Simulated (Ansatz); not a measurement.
**Effect of O → F on IrO2**

Consider IrO2 in the rutile structure (space group P4_2/mnm, No. 136; a = 4.472 Å, c = 3.154 Å).

One thing is altered: F takes the place of O on all its sites; the structure is relaxed again.

Calculations: PBEsol (Ansatz, a program for electronic structure), no spin-orbit coupling, earlier PAW set. Settings: 10×10×13 k-points, 0.05 eV Fermi–Dirac smearing, for the changed cell.

The volume per atom grows by 2.315 Å³ (10.51 Å³ → 12.83 Å³) and the density falls by 1.872 g/cm³ to 9.93 g/cm³. The lattice parameter a increases by 0.1285 Å to 4.600 Å and the c/a ratio rises by 0.085 to 0.790. The space group is still P4_2/mnm (No. 136) and the shortest interatomic distance rises by 0.098 Å to 2.051 Å. The band gap remains zero.

Cost of the whole job for the changed cell (relaxation, final SCF and bands): about 4 core-minutes (a rough figure).

No phonon test of stability was made. As relaxed here, IrF2 is a hypothetical phase, not in the database extracts checked. No Hubbard U is applied, and correlation can decide whether such a compound is a metal. The final runs are not spin-polarised.
